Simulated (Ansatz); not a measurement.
## HfN, pressure series

Base system: HfN in the rock salt structure (space group Fm-3m, No. 225).

Space group Fm-3m (No. 225); a = b = c = 4.5016 Å, α = β = γ = 90.00°

```csv
atom,site,symmetry,x,y,z
Hf,4a,m-3m,0.0000,0.0000,0.0000
N,4b,m-3m,0.5000,0.5000,0.5000
```
(The calculation used a cell of 2 atoms; values per cell refer to that cell.)

Cell and atoms are relaxed at each pressure.

The values are results of plane-wave PAW DFT at the PBEsol level (Ansatz, an electronic-structure program, 420 eV), scalar-relativistic without spin-orbit coupling, not measurements.

| pressure (GPa) | volume per atom (Å³/atom) |
|---|---|
| -2 | 11.484 |
| -1 | 11.443 |
| 0 | 11.403 |
| 0.9 | 11.368 |
| 2.1 | 11.320 |
| 4.5 | 11.229 |
| 15 | 10.871 |
| 22.5 | ? |
| 30 | 10.446 |

Problem. Fit the third-order Birch–Murnaghan form P(V) = (3B₀/2)[(V₀/V)^(7/3) − (V₀/V)^(5/3)]·[1 + (3/4)(B₀′ − 4)((V₀/V)^(2/3) − 1)] (squares taken in P) to the rows shown and predict the withheld row.

Solution. Least squares on the printed values gives V₀ = 11.403 Å³/atom, B₀ = 284 GPa, B₀′ = 4.3; this predicts 10.648 Å³/atom, and the run gives 10.648 Å³/atom, in agreement.

Load acts through the strain it causes; cell and atoms are relaxed under it. Stability against distortions was not tested. No other phases were tried under pressure. The final runs are not spin-polarised. An odd electron count without spin: HfN.
